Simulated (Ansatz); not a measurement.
Base system: W in the bcc (W type) structure (space group Im-3m, No. 229).

```
W
1.0
   -1.58464     1.58464     1.58464
    1.58464    -1.58464     1.58464
    1.58464     1.58464    -1.58464
W
1
Direct
  0.00000   0.00000   0.00000
```

Method: r2SCAN, PAW, 500 eV (Ansatz, a first-principles code; no spin-orbit coupling).

For the base:

```
Item                   Result
-------------------  --------
Lattice parameter a  316.9 pm
```

One thing is altered: cell and atoms relaxed at a pressure of 30 GPa.

Question: How does this affect the lattice parameter a?

Answer: The lattice parameter a decreases by 8.3 pm, from 316.9 pm to 308.6 pm.

Load acts through the strain it causes; cell and atoms are relaxed under it. Whether these cells are dynamically stable was not tested. Competing high-pressure phases were not computed. The final runs are not spin-polarised.
